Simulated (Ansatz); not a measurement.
Start from BeSe in the zinc blende structure (space group F-43m, No. 216; a = 5.129 Å).

The values are results of Ansatz (a program for electronic structure), PBEsol, PAW, cutoff 420 eV, no spin-orbit coupling, not measurements.

Strains are applied to the cell and any free atomic positions relax.

One change was made to it. Results:

```json
[
 {"quantity": "pressure", "base": "0.00 GPa", "after": "3.93 GPa"},
 {"quantity": "energy relative to the base (free energy F)", "base": "0 meV/atom", "after": "+8.8 meV/atom"},
 {"quantity": "smallest direct gap", "base": "4.28 eV", "after": "4.62 eV"},
 {"quantity": "width of the top valence band", "base": "3.37 eV", "after": "3.60 eV"}
]
```

Q: Which change produced these results?
A. isotropic strain +3.00 %
B. isotropic strain +2.00 %
C. isotropic strain −2.00 %
D. isotropic strain −3.00 %
E. isotropic strain −1.50 %

A: E, isotropic strain −1.50 %. For comparison, the energy relative to the base in the other runs: isotropic strain +2.00 % gives +14 meV/atom; isotropic strain +3.00 % gives +31 meV/atom; isotropic strain −3.00 % gives +37 meV/atom; isotropic strain −2.00 % gives +16 meV/atom.

Stability against distortions was not tested.
